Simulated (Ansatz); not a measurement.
Base system: Ta in the bcc (W type) structure (space group Im-3m, No. 229; a = 3.306 Å; relaxed with 0.1 eV smearing). Axes: x, y, z lie along the cube axes.

Method: r2SCAN/PAW in Ansatz (an electronic-structure program), without spin-orbit coupling.

For the base:

| Quantity | Result |
|---|---|
| Pressure | 0.0 GPa |
| Volume per atom | 18.07 Å³ |

Modification: biaxial strain −1.50 %, plane normal [001], relaxed out of plane (Cartesian); in-plane vectors clamped, the third vector and the atoms free.

Problem. What does the calculation give for the pressure and volume per atom after the change?

Solution. The pressure (mean of the normal stresses, compression positive) goes from zero to 2.5 GPa; the volume per atom drops by 0.21 Å³ (18.07 Å³ → 17.86 Å³).

No phonon test of stability was made. All final runs are without spin polarisation.
